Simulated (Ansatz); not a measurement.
Ansatz (an electronic-structure program) run on TiSi2 (Cmcm, 6 atoms in the cell): self-consistent single point.

Level of theory: PBE, harder PAW files (source: ansatz) (plane waves; Ansatz).

```
TiSi2
1.0
    1.80385    -7.11866     0.00000
    1.80385     7.11866     0.00000
    0.00000     0.00000     3.54966
Si Ti
4 2
Direct
  0.93900   0.06100   0.25000
  0.06100   0.93900   0.75000
  0.25000   0.75000   0.25000
  0.75000   0.25000   0.75000
  0.60400   0.39600   0.25000
  0.39600   0.60400   0.75000
```

Reference input (self-consistent single point, DFT, PBE, plane waves, harder PAW files (source: ansatz)): basis.ecutwfc = 54.4 Ry; kpoints.mp_grid.grid = 6 6 6; kpoints.mp_grid.shift = 0.5 0.5 0.5; hamiltonian.xc = pbe; hamiltonian.pseudopotentials = {kind: paw, source: ansatz}; scf.occupations.method = cold; scf.occupations.width = 0.0037 Ry. This run's input differs from it in these lines:

Ansatz 0.2 input:
```diff
@@ -16,3 +16,3 @@
 kpoints:
-  mp_grid: { grid: [6, 6, 6], shift: [0.5, 0.5, 0.5] }
+  mp_grid: { grid: [8, 8, 8], shift: [0.5, 0.5, 0.5] }
 hamiltonian:
```

The program printed (abridged):

```
SCF iter   1: F=—  HF=-7548.517142 eV  |F-HF|=—  |Δ(HF+E_count)|=         —  Δρ=9.82e-2  dr2=1.32e1  ethr=3.10e-3  ⟨swp⟩=8.0  Hψ=11268  notcnv=0
all-band conjugate gradients solve this SCF's bands
preconditioner: auto → Kerker (q_TF=auto, 2.378 Å⁻¹)
SCF iter   2: F=—  HF=-7545.779544 eV  |F-HF|=—  |Δ(HF+E_count)|=    2.74e0  S|Δr|=    0.00e0  Δρ=3.27e-2  dr2=9.91e-1  ethr=3.10e-3  ⟨swp⟩=4.0  Hψ=5600  notcnv=0  defer=112
   [... lines left out ...]
SCF iter   7: F=—  HF=-7545.630221 eV  |F-HF|=—  |Δ(HF+E_count)|=   1.76e-4  S|Δr|=    0.00e0  Δρ=4.67e-5  dr2=1.88e-6  ethr=6.11e-8  ⟨swp⟩=2.5  Hψ=3322  notcnv=0  defer=110
SCF iter   8: F=—  HF=-7545.630221 eV  |F-HF|=—  |Δ(HF+E_count)|=   1.72e-7  S|Δr|=    0.00e0  Δρ=9.00e-6  dr2=1.09e-7  ethr=4.69e-9  ⟨swp⟩=2.6  Hψ=3220  notcnv=0  defer=109
SCF iter   9: F=-7545.630221 eV  HF=-7545.630221 eV  |F-HF|=2.73e-8  |Δ(HF+E_count)|=   1.75e-8  S|Δr|=    0.00e0  Δρ=4.47e-6  dr2=3.01e-8  ethr=2.50e-10  ⟨swp⟩=13.2  Hψ=10705  notcnv=0
SCF 1 converged in 9 iterations: F = -7545.630221 eV  dr2 = 3.01e-8
Stability not checked (fill_not_monotonic)
Free energy (F): -7545.630221 eV
Internal energy: -7545.629969 eV  (E = F + TS)
E sigma→0 (E₀):  -7545.630137 eV
Entropy (-TS):   -0.000252 eV (-0.042 meV/atom)
Fermi energy:    11.971820 eV
--- Forces (eV/Å), atoms counted from 1 ---
  atom   1  Si     0.00000000    -0.51878367     0.00000000
  atom   2  Si     0.00000000     0.51878367     0.00000000
  atom   3  Si     0.00000000     0.00628794     0.00000000
  atom   4  Si     0.00000000    -0.00628794     0.00000000
  atom   5  Ti     0.00000000    -0.29432348     0.00000000
  atom   6  Ti     0.00000000     0.29432348     0.00000000
--- Stress (GPa, compression-positive) ---
       -5.227329       0.000000       0.000000
        0.000000     -10.348742       0.000000
        0.000000       0.000000      -2.123764
  P = ⅓ Tr σ = -5.8999 GPa (-58.999 kbar)
  The stress holds the Pulay correction. Without it, at fixed plane waves, as pw.x and ABINIT print it: P = -5.9021 GPa
```

The run converged in 9 iterations. Against the reference run the free energy goes down by 1.3 meV/atom, the pressure hardly changes (-5.85 to -5.90 GPa) and the largest force goes from 0.495 to 0.519 eV/Å.

The starting cell was generated: these elements placed on a structure prototype, without a prior relaxation; it need not be a known phase or ordering of this composition. Its lattice was rescaled by a random factor within 2.5 % of one. Spin polarisation is off. With a pressure of about -6 GPa the cell is away from its equilibrium volume at this level. Ansatz's pressure includes its estimate of the finite-basis (Pulay) stress.
